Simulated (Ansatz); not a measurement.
Ta₃N₅ (Cmcm, No. 63) was calculated with r²SCAN in Ansatz (PAW).

Numerical settings: plane-wave cutoff 560 eV, 10×10×4 k mesh (along the axes of the cell as run), Fermi–Dirac smearing 0.01 eV, scalar-relativistic PAW data made under PBE.

Cell (relaxed at this level):

Ta3N5 has the orthorhombic space group Cmcm (No. 63), Pearson symbol oS32. Cell: a = 3.8731 Å, b = 10.2584 Å, c = 10.2944 Å, α = 90.00°, β = 90.00°, γ = 90.00°. Ta1 on 4c has 6 N at 2.045–2.141 Å. Ta2 on 8f is coordinated by 4 N at 1.947–2.042 Å and 2 N at 2.226–2.260 Å. N1 on 8f has 3 Ta at 1.947–2.045 Å. N2 on 8f sees 2 Ta at 2.033 Å and 1 Ta at 2.141 Å and 1 Ta at 2.260 Å. N3 on 4c is coordinated by 2 Ta at 2.052 Å and 2 Ta at 2.226 Å. (Neighbours: up to the widest gap in distance over summed covalent radii, below 1.35, at either atom; cation-cation and far metal-metal contacts left out.)
(The calculation used a cell of 16 atoms; values per cell refer to that cell.)

Q: Predict the band gap and direct gap at Γ.

A: 
band gap: 1.63 eV (on the SCF k mesh)
direct gap at Γ: 1.90 eV

Measured, for comparison: band gap 2.18 eV (temperature not stated, no zero-point or thermal correction, indirect, Tauc analysis with phonon absorption and emission, films; as tabulated in Eichhorn et al. (2021), doi:10.1039/d1ta05282a).

Spin–orbit coupling is not included.

The computed numbers hold no vibrational or temperature effects.

Ansatz is a quantum-chemistry and plane-wave program.
